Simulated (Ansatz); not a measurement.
PtC (model structure, P-6m2, No. 187, 2 atoms in the cell)

Calculation: PBEsol (Ansatz, a quantum-chemistry and plane-wave program, PAW).

Settings: plane-wave cutoff 520 eV, 24×24×20 k mesh (along the axes of the cell as run), Fermi–Dirac smearing 0.05 eV, scalar-relativistic PAW data made under PBE.

Cell (relaxed at this level):

```cif
data_CPt
_chemical_formula_sum 'Pt1 C1'
_space_group_name_H-M_alt 'P-6m2'
_space_group_IT_number 187
_space_group_name_Hall 'P -6 2'
_cell_length_a 2.98207
_cell_length_b 2.98207
_cell_length_c 2.84646
_cell_angle_alpha 90.000
_cell_angle_beta 90.000
_cell_angle_gamma 120.000
loop_
_atom_site_label
_atom_site_type_symbol
_atom_site_symmetry_multiplicity
_atom_site_Wyckoff_symbol
_atom_site_fract_x
_atom_site_fract_y
_atom_site_fract_z
_atom_site_occupancy
Pt1 Pt 1 a 0.00000 0.00000 0.00000 1
C1 C 1 d 0.33333 0.66667 0.50000 1
```

For PtC (model structure, P-6m2, No. 187, 2 atoms in the cell), the band gap is none and the bulk modulus comes out as 278 GPa.

Note: the bulk modulus is −V dP/dV from two relaxed cells at ±2 % in volume; the relaxation could raise the start's symmetry but not lower it, so the cell can be a saddle point.

Spin–orbit coupling is not included; it can open a gap where bands touch, and shift volumes and moduli.

A model structure was made by putting elements into a prototype or built by hand; it is no filed structure, need not be a known phase, and can be a saddle point held by its symmetry.
